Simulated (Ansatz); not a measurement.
The starting structures come from a database of crystals and need not be the phases stable at ambient conditions.

Here is the system:

```
CELL_PARAMETERS angstrom
      7.34930     0.00000     0.00000
      3.43460     7.54076     0.00000
     -3.62312    -1.69717     6.16480
ATOMIC_POSITIONS crystal
  Rb 0.27229 0.22837 0.72771
  Rb 0.72771 0.77163 0.27229
  Au 0.00000 0.00000 0.00000
  Au 0.50000 0.50000 0.50000
  Br 0.72813 0.81872 0.79967
  Br 0.27187 0.18128 0.20033
  Br 0.79967 0.18128 0.72813
  Br 0.20033 0.81872 0.27187
  Br 0.71797 0.35804 0.28203
  Br 0.28203 0.64196 0.71797
```

Space group of this cell: C2/m. The cell is taken as given.

Transport runs along the normal of the first two printed cell vectors.

The gap is the functional's own, uncorrected, and κ follows it; spin-orbit coupling is left out. Mid-gap values are interpolated between the computed energies.

### Question
Give the band gap and the smallest decay constant κ at mid-gap that r2SCAN (Ansatz, a quantum-chemistry and plane-wave program) yields.

### Answer
Gap 0.74 eV on a 6×4×6 mesh; κ = 0.136 1/Å, at (0.333, 0.500) of the in-plane reciprocal vectors. At the zone centre, at the nearest computed energy, the slowest state has κ = 0.18 1/Å.
